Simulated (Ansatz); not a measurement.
Results of r²SCAN+SOC (PAW; Ansatz, a first-principles code) for SnO2 (P4₂/mnm, No. 136, 12 atoms in the cell; start mp-1041584).

Settings: plane-wave cutoff 560 eV, 6×6×6 k mesh, Fermi–Dirac smearing 0.01 eV, PAW data made under PBE.

Cell (relaxed with PBEsol):

SnO2 is modelled in the tetragonal space group P4₂/mnm (No. 136), the rutile structure, Pearson symbol tP6. Conventional cell: a = 4.7694 Å, b = 4.7694 Å, c = 3.2118 Å, α = 90.00°, β = 90.00°, γ = 90.00°. Sn on 2a sees 6 O at 2.066–2.070 Å (octahedral). O on 4g is surrounded by 3 Sn at 2.066–2.070 Å (trigonal planar). (Neighbours: up to the widest gap in distance over summed covalent radii, below 1.35, at either atom; cation-cation and far metal-metal contacts left out.)
(The calculation used a cell of 12 atoms; values per cell refer to that cell.)

Predict the band gap.


* **band gap**: 1.69 eV (on the SCF k mesh)

Note: cell and atoms aren't relaxed at this level (largest force component 0.02 eV/Å, pressure -1.6 GPa).

Computed values are for the static lattice.

It cost very roughly 4 core-minutes of CPU time.

A start named mp-… is a Materials Project structure, which need not be a measured phase.
